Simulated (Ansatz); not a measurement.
SrHfN₂ (model structure, started from the LiVN2 type, Pna2₁, No. 33, 16 atoms in the cell) was calculated with HSE06 (plane waves, PAW; Ansatz, an electronic-structure program).

Settings: plane-wave cutoff 460 eV, 4×4×4 k mesh, Fermi–Dirac smearing 0.01 eV, scalar-relativistic PAW data made under PBE.

Cell (relaxed with PBEsol):

Space group Pna2₁ (No. 33); a = 6.366 Å, b = 7.853 Å, c = 5.679 Å, α = β = γ = 90.00°

| atom | site | symmetry | x | y | z |
|---|---|---|---|---|---|
| Sr | 4a | 1 | 0.4173 | 0.1205 | 0.4818 |
| Hf | 4a | 1 | 0.0648 | 0.1263 | 0.0000 |
| N | 4a | 1 | 0.0473 | 0.0936 | 0.3538 |
| N | 4a | 1 | 0.1189 | 0.6617 | 0.4344 |

**Question.** Give the computed band gap.

**Answer.** 
* **band gap**: 3.23 eV (on the SCF k mesh)

Note: the relaxation could raise the start's symmetry but not lower it, so the cell can be a saddle point; cell and atoms aren't relaxed at this level (largest force component 0.04 eV/Å, pressure 2.1 GPa).

Spin–orbit coupling is not included.

Static lattice: no zero-point or thermal effects.

A model structure was made by putting elements into a prototype or built by hand; it is no filed structure, need not be a known phase, and can be a saddle point held by its symmetry.
